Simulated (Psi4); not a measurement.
Psi4 1.11, PBE0/def2-svp: N[Si@@H]1N=CC=C[SiH2]N1, 17 atoms. The geometry is a generated start, not checked to be a minimum at this level.

```yaml
task: gradient
method: pbe0
basis: def2-svp
memory: 7 GB
scf_type: df (default)
guess: auto, which took SAD (default)
diis_max_vecs: 10 (default)
scf_initial_accelerator: adiis (default)
e_convergence: 1e-08 (default)
d_convergence: 1e-08 (default)
basis functions (reference run): 165
grid points (reference run): 3031952
```

```xyz
17

N     -2.1809    -1.8418     0.1173
Si    -1.0409    -0.7282    -0.3896
N      0.3963    -1.6034    -0.1994
C      1.5753    -1.0918    -0.1802
C      2.0928     0.3038    -0.3021
C      1.4481     1.4503    -0.0462
Si    -0.2679     1.7456     0.4760
N     -1.1177     0.3552     0.8595
H     -2.0202    -2.6968    -0.4025
H     -3.1010    -1.5017    -0.1332
H     -1.3418    -0.2475    -1.7457
H      2.3967    -1.8235    -0.0636
H      3.1386     0.3441    -0.6006
H      1.9979     2.3789    -0.1670
H     -0.2507     2.5871     1.6899
H     -0.9917     2.4848    -0.5816
H     -0.7327    -0.1150     1.6688
```

Yardstick: the run with dft_radial_points = 200, dft_spherical_points = 974, dft_pruning_scheme = none (default), which is not proven converged either. Single runs; times are not shown.

Settings tried, all else as in the reference:
- dft_radial_points = 99, dft_spherical_points = 590, dft_pruning_scheme = robust
- dft_radial_points = 150, dft_spherical_points = 770
- dft_radial_points = 50, dft_spherical_points = 194
- dft_radial_points = 75 (default), dft_spherical_points = 302 (default), dft_pruning_scheme = robust
- dft_radial_points = 35, dft_spherical_points = 110
- dft_radial_points = 99, dft_spherical_points = 590
- dft_radial_points = 25, dft_spherical_points = 50
- dft_radial_points = 75 (default), dft_spherical_points = 302 (default)
- dft_radial_points = 99, dft_spherical_points = 590, dft_pruning_scheme = treutler
- dft_radial_points = 75 (default), dft_spherical_points = 302 (default), dft_pruning_scheme = treutler
- dft_radial_points = 75 (default), dft_spherical_points = 434

**Question.** Sort the settings: which keep to the reference within 0.10 meV/atom in energy, 1.0 meV/Å in forces (largest component), and which don't?

**Answer.** Within it: dft_radial_points = 150, dft_spherical_points = 770; dft_radial_points = 99, dft_spherical_points = 590; dft_radial_points = 99, dft_spherical_points = 590, dft_pruning_scheme = robust. At the edge (between 0.75 and 1.33 times the tolerance): dft_radial_points = 75 (default), dft_spherical_points = 434. Outside: dft_radial_points = 75 (default), dft_spherical_points = 302 (default), dft_pruning_scheme = robust; dft_radial_points = 75 (default), dft_spherical_points = 302 (default); dft_radial_points = 50, dft_spherical_points = 194; dft_radial_points = 99, dft_spherical_points = 590, dft_pruning_scheme = treutler; dft_radial_points = 75 (default), dft_spherical_points = 302 (default), dft_pruning_scheme = treutler; dft_radial_points = 35, dft_spherical_points = 110; dft_radial_points = 25, dft_spherical_points = 50.

```json
[
 {"setting": "the reference", "grid points": "3031952", "energy against the reference": "—", "difference in forces (largest component)": "—"},
 {"setting": "dft_radial_points = 150, dft_spherical_points = 770", "grid points": "1810490", "energy against the reference": "under 0.001 meV/atom", "difference in forces (largest component)": "0.11 meV/Å"},
 {"setting": "dft_radial_points = 99, dft_spherical_points = 590", "grid points": "919215", "energy against the reference": "+0.0017 meV/atom", "difference in forces (largest component)": "0.49 meV/Å"},
 {"setting": "dft_radial_points = 99, dft_spherical_points = 590, dft_pruning_scheme = robust", "grid points": "637737", "energy against the reference": "+0.0017 meV/atom", "difference in forces (largest component)": "0.50 meV/Å"},
 {"setting": "dft_radial_points = 75 (default), dft_spherical_points = 434", "grid points": "514475", "energy against the reference": "under 0.001 meV/atom", "difference in forces (largest component)": "1.1 meV/Å"},
 {"setting": "dft_radial_points = 75 (default), dft_spherical_points = 302 (default), dft_pruning_scheme = robust", "grid points": "243802", "energy against the reference": "under 0.001 meV/atom", "difference in forces (largest component)": "3.7 meV/Å"},
 {"setting": "dft_radial_points = 75 (default), dft_spherical_points = 302 (default)", "grid points": "358242", "energy against the reference": "under 0.001 meV/atom", "difference in forces (largest component)": "3.7 meV/Å"},
 {"setting": "dft_radial_points = 50, dft_spherical_points = 194", "grid points": "156147", "energy against the reference": "−0.14 meV/atom", "difference in forces (largest component)": "9.6 meV/Å"},
 {"setting": "dft_radial_points = 99, dft_spherical_points = 590, dft_pruning_scheme = treutler", "grid points": "470865", "energy against the reference": "+0.29 meV/atom", "difference in forces (largest component)": "13 meV/Å"},
 {"setting": "dft_radial_points = 75 (default), dft_spherical_points = 302 (default), dft_pruning_scheme = treutler", "grid points": "194434", "energy against the reference": "+0.27 meV/atom", "difference in forces (largest component)": "13 meV/Å"},
 {"setting": "dft_radial_points = 35, dft_spherical_points = 110", "grid points": "62224", "energy against the reference": "−1.7 meV/atom", "difference in forces (largest component)": "35 meV/Å"},
 {"setting": "dft_radial_points = 25, dft_spherical_points = 50", "grid points": "20300", "energy against the reference": "+24 meV/atom", "difference in forces (largest component)": "170 meV/Å"}
]
```

Total energies are compared; such shifts often cancel in part in energy differences. The gradients leave out the derivatives of the grid weights. The tolerance is a choice made for this comparison.
